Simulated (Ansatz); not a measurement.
## Worked example: self-consistent single point of CdAu (P4mm, 2 atoms in the cell) in Ansatz

Method of the run: LDA (PW92), default PAW files made with PBE (plane waves; Ansatz, an electronic-structure program).

The input file:

Ansatz 0.2 input:
```yaml
# CdAu
crystal:
  lattice:
    - [3.350877, 0.000000, 0.000000]
    - [0.000000, 3.350877, 0.000000]
    - [0.000000, 0.000000, 3.350877]
  atoms:
    - { symbol: Cd, position: [0.000000, 0.000000, 0.014921] }
    - { symbol: Au, position: [0.500000, 0.500000, 0.500000] }
basis:
  ecutwfc: 420.0 eV
kpoints:
  mp_grid: { grid: [10, 10, 10] }
hamiltonian:
  xc: lda
  pseudopotentials: { kind: paw }
scf:
  occupations: { method: fermi_dirac, width: 0.1 eV }
output:
  forces: true
  eigenvalues: true
  stress: true
```

Output (repeated stretches shortened):

```
WARN ansatz: RAYON_NUM_THREADS=1 ignored (pool sized by the plan → 1); use --threads N
Pseudopotentials: kind: paw
Pseudopotential: Cd, paw, valence charge 20
Pseudopotential: Au, paw, valence charge 19
Crystal: 2 atoms, lattice volume = 37.625 Å³
Basis set: ecut = 420 eV, 739 PW (Γ)
Bands: 24, of which v1, the nominal top of the filled ones, is band 20 counted from 1 (19 counted from 0)
Symmetry: 8 space group operations
Space group: P4mm (ITA 99), of the structure as read, at distance tolerance 3.4e-5 Å
k-points: 126 of 1000 (time reversal used)
PAW frozen core: Cd, regenerated for the run's functional, and the local potential with it
PAW frozen core: Au, regenerated for the run's functional, and the local potential with it
Initial density: superposition of atomic densities (neutral atoms: chi_scale 0, normalization atom), corrected by the library's trained network
Initial wavefunctions: pseudopotential atomic-orbital guess
Eigensolver: davidson
Functional: x = slater, c = lda
SCF iter   1: F=—  HF=-20983.167920 eV  |F-HF|=—  |Δ(HF+E_count)|=         —  Δρ=8.93e-3  dr2=1.81e-2  ethr=1.77e-3  ⟨swp⟩=5.4  Hψ=11655  notcnv=0
all-band conjugate gradients solve this SCF's bands
preconditioner: auto → Kerker (q_TF=auto, 2.745 Å⁻¹)
SCF iter   2: F=—  HF=-20983.163373 eV  |F-HF|=—  |Δ(HF+E_count)|=   4.55e-3  Δρ=3.50e-3  dr2=2.23e-3  ethr=4.64e-5  ⟨swp⟩=2.2  Hψ=5409  notcnv=0
SCF iter   3: F=—  HF=-20983.162785 eV  |F-HF|=—  |Δ(HF+E_count)|=   5.88e-4  Δρ=1.02e-3  dr2=1.49e-4  ethr=5.72e-6  ⟨swp⟩=2.0  Hψ=3681  notcnv=0
SCF iter   4: F=—  HF=-20983.162776 eV  |F-HF|=—  |Δ(HF+E_count)|=   9.23e-6  Δρ=1.43e-4  dr2=9.29e-6  ethr=3.82e-7  ⟨swp⟩=2.9  Hψ=5052  notcnv=0
SCF iter   5: F=—  HF=-20983.162772 eV  |F-HF|=—  |Δ(HF+E_count)|=   3.63e-6  Δρ=4.71e-5  dr2=8.93e-7  ethr=2.38e-8  ⟨swp⟩=2.2  Hψ=3881  notcnv=0
SCF iter   6: F=-20983.162772 eV  HF=-20983.162772 eV  |F-HF|=4.29e-8  |Δ(HF+E_count)|=   2.53e-7  Δρ=1.38e-5  dr2=5.58e-8  ethr=2.56e-10  ⟨swp⟩=5.3  Hψ=12228  notcnv=0
SCF 1 converged in 6 iterations: F = -20983.162772 eV  dr2 = 5.58e-8
SCF converged after 6 iterations
Free energy (F): -20983.162772 eV
Harris-Foulkes:  -20983.162772 eV  (|F-HF|=4.29e-8)
Internal energy: -20983.146251 eV  (E = F + TS)
E sigma→0 (E₀):  -20983.154511 eV
Entropy (-TS):   -0.016521 eV (-8.260 meV/atom)
Fermi energy:    17.396993 eV
--- Per-component energies (eV) ---
  E_band       = -606.480816
  E_kinetic    = 1109.917022
  E_local      = -4555.967493  (includes V_loc(G=0)·N_el)
  E_nonlocal   = 120.700194
  E_hartree    = 2061.577687
  E_xc         = -402.689974
  E_vxc        = -496.996232  (∫ρ·V_xc dr)
  E_paw        = -13369.897617  (= ΣΔE_a)
  E_vpaw       = -907.305700  (= ΣTr[D̂ρ^β])
  E_aug_tail   = 0.001350  (compensation charges beyond the density's cutoff)
  E_ewald      = -5948.076704
  E_core_change = 1.289286  (= ΣΔE_core)
  E_smearing   = -0.016521  (= −TS)
  E_closure    = 0.000000  (closes the sum)
  Σ components = -20983.162772   (vs F -20983.162772, Δ=0.00e0)
--- Forces (eV/Å), atoms counted from 1 ---
  atom   1  Cd    -0.00000000     0.00000000    -0.14161521
  atom   2  Au    -0.00000000     0.00000000     0.14161215
  max |Σ_I F_I| component: 3.05e-6 eV/Å
--- Stress (GPa, compression-positive) ---
       -7.011818       0.000000       0.000000
        0.000000      -7.011818       0.000000
        0.000000       0.000000      -7.091284
  P = ⅓ Tr σ = -7.0383 GPa (-70.383 kbar)
  The stress holds the Pulay correction. Without it, at fixed plane waves, as pw.x and ABINIT print it: P = -7.0734 GPa
--- Band table (eV; the first three rows and the last of 126) ---
  k-point 0: bands = ["-88.4931", "-85.1036", "-46.2363", "-46.2363", "-46.2363", "-39.7973", "-39.7973", "-39.7967", "7.8770", "8.1080", "8.1104", "8.8120", "8.8147", "8.8147", "12.5938", "12.5984", "13.8635", "13.8635", "13.8657", "22.1408", [...]
  k-point 1: bands = ["-88.4930", "-85.1036", "-46.2370", "-46.2362", "-46.2362", "-39.7984", "-39.7972", "-39.7972", "8.0320", "8.1315", "8.1699", "8.8039", "8.8039", "8.8251", "12.5714", "12.6372", "13.7574", "13.7574", "13.8454", "20.9045", [...]
  k-point 2: bands = ["-88.4930", "-85.1036", "-46.2388", "-46.2360", "-46.2360", "-39.8029", "-39.7970", "-39.7970", "8.1948", "8.2681", "8.5486", "8.7759", "8.7759", "8.8600", "12.4992", "12.7483", "13.5000", "13.5000", "13.7919", "18.8521", [...]
  k-point 125: bands = ["-88.4921", "-85.1028", "-46.2425", "-46.2424", "-46.2424", "-39.8125", "-39.8125", "-39.8118", "8.3545", "8.3560", "8.3560", "9.2383", "9.2383", "11.8276", "11.8314", "11.8314", "14.2967", "14.2974", "19.1923", "19.4269", [...]
```

The run converged in 6 iterations.

The starting cell comes from a database of computed structures (which also holds hypothetical and non-ambient phases and stackings), without a prior relaxation at this level. Its lattice was rescaled by up to half a per cent. One atom was moved a little off its site on purpose. Spin-orbit coupling is off. With a pressure of about -7 GPa the cell is away from its equilibrium volume at this level. Ansatz's pressure includes its estimate of the finite-basis (Pulay) stress.
